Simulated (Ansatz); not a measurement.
Input:

End structure of the (320) surface of fcc Pd in its 1x1 cell, outermost plane spacing 0.55 Å in the ideal cut:

```yaml
crystal:
  lattice:
    - [3.94369, 0.00000, 0.00000]
    - [-1.97185, 7.10959, 0.00000]
    - [0.00000, 0.00000, 26.50000]
  atoms:
    - { symbol: Pd, position: [0.19021, 0.38015, 0.30966] }
    - { symbol: Pd, position: [0.38404, 0.76779, 0.32745] }
    - { symbol: Pd, position: [0.57654, 0.15280, 0.34493] }
    - { symbol: Pd, position: [0.77053, 0.54077, 0.36528] }
    - { symbol: Pd, position: [0.96459, 0.92891, 0.38371] }
    - { symbol: Pd, position: [0.15410, 0.30801, 0.40882] }
    - { symbol: Pd, position: [0.34666, 0.69321, 0.42765] }
    - { symbol: Pd, position: [0.53765, 0.07523, 0.44833] }
    - { symbol: Pd, position: [0.73039, 0.46069, 0.46984] }
    - { symbol: Pd, position: [0.92342, 0.84682, 0.48905] }
    - { symbol: Pd, position: [0.11504, 0.23010, 0.51095] }
    - { symbol: Pd, position: [0.30807, 0.61623, 0.53016] }
    - { symbol: Pd, position: [0.50082, 0.00169, 0.55167] }
    - { symbol: Pd, position: [0.69180, 0.38372, 0.57235] }
    - { symbol: Pd, position: [0.88437, 0.76891, 0.59118] }
    - { symbol: Pd, position: [0.07387, 0.14801, 0.61629] }
    - { symbol: Pd, position: [0.26793, 0.53616, 0.63472] }
    - { symbol: Pd, position: [0.46192, 0.92412, 0.65507] }
    - { symbol: Pd, position: [0.65442, 0.30913, 0.67255] }
    - { symbol: Pd, position: [0.84825, 0.69677, 0.69034] }
```

Model: 20-atom slab, 10.4 Å thick at the start (thin: gaps and levels are the slab's own), 10x6x1 mesh, Fermi-Dirac 0.1 eV, dipole correction, all atoms relaxed; held to the part of the start's symmetry that mesh and held atoms allow; no spin, no spin-orbit, no U.

Question: What is the computed surface energy (mean of both faces) (PBE (Ansatz, a quantum-chemistry and plane-wave program))?

Answer: 1.65 J/m^2

Question: What is the computed work function of the top face (PBE)?

Answer: 4.73 eV
